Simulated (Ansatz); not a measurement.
**What Br vacancy does to CsBr**

Base system: a 14-atom supercell of CsBr in the CsCl type structure (space group Pm-3m, No. 221; a = 4.389 Å) at its relaxed geometry.

Now apply this change: one Br atom is removed, atoms relaxed at fixed cell, starting from a slightly rattled geometry.

Method: DFT with PBE, PAW potentials and a 420 eV plane-wave cutoff in Ansatz (a first-principles code), without spin-orbit coupling. k-mesh 4×4×4 (Γ-centred); smearing 0.01 eV (Fermi–Dirac).

```json
[
 {"quantity": "largest displacement of a host atom from its site in the perfect cell", "base": "–", "changed": "0.04 Å", "shift": "–"},
 {"quantity": "mean distance from the defect site to its nearest host atoms", "base": "3.80 Å", "changed": "3.83 Å", "shift": "+0.025 Å"}
]
```

Final structure:

```
Cs7Br6
1.0
    8.77795    -4.38897     0.00000
    0.00000     8.77795    -4.38897
   -4.38897     0.00000     8.77795
Cs Br
7 6
Direct
  0.99949   0.00063   0.00010
  0.28253   0.13968   0.57102
  0.13924   0.57197   0.28383
  0.42786   0.71665   0.86033
  0.57076   0.28400   0.13963
  0.85953   0.42899   0.71655
  0.71572   0.86054   0.42851
  0.78116   0.64072   0.06588
  0.64006   0.06644   0.78216
  0.93289   0.21791   0.35936
  0.06575   0.78265   0.64087
  0.35850   0.93431   0.21791
  0.21690   0.35972   0.93393
```

Other magnetic orders, which the real material may have, were not ruled out. In so small a cell the defect repeats every few ångströms: this is an ordered compound, not a dilute defect. The defect cell is spin-polarised and ends with 0.8 μB, a fractional moment that hangs on the mesh and smearing.
